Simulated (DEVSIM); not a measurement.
Structure: GaN p-n junction from an implanted or diffused profile, at 250 K.

```tsv
layer (left to right)	material	thickness (μm)	Nd (cm⁻³)	τn (s)	τp (s)
1	GaN	11.0	3.7e15	3.4e-9	3.4e-9
```

Added acceptor profile: 5.5e17 cm⁻³ × exp(−(x − 0.096 μm)²/(2·(0.042 μm)²)). Left contact: ohmic. Right contact: ohmic. Voltage is applied to the left contact. Recombination: SRH at mid-gap. Mobility is μmin + (μ − μmin)/(1 + (N/Nref)^α).

The device is made up for the run: typed textbook-type constants, with dimensions and the other settings drawn at random. Values at 300 K; Nc and Nv go as T^1.5, mobilities as T to minus their exponent, the gap by Varshni's rule with the affinity fixed.

```
parameter             GaN
----------------  -------
gap (eV)             3.43
affinity (eV)         4.1
permittivity          9.5
Nc (cm⁻³)          2.3e18
Nv (cm⁻³)          4.6e19
μn (cm²/Vs)          1200
μp (cm²/Vs)           100
μn,min                 55
μp,min                  3
Nref,n               2e17
Nref,p               3e17
αn                      1
αp                      2
T exponent of μn      1.5
T exponent of μp        2
Varshni α (eV/K)  0.00091
Varshni β (K)         830
```

Model (solved in DEVSIM): 1D drift-diffusion, Boltzmann statistics, complete ionisation; no tunnelling, impact ionisation, image-force lowering or self-heating.

The peak of the profile was swept, all else fixed.

```tsv
peak of the profile (cm^-3)	potential step across the device at zero bias (V)	dark forward voltage at 1 A/cm² (V)	dark forward voltage at 100 A/cm² (V)
5.5e16	3.068	3.007	3.222
1.1e17	3.124	3.027	3.236
2.8e17	3.153	3.043	3.250
5.5e17	3.169	3.050	3.261
1.1e18	3.185	3.054	3.268
```

From the first row to the last the potential step across the device at zero bias goes from 3.068 to 3.185. From the first row to the last the dark forward voltage at 1 A/cm² goes from 3.007 to 3.054.
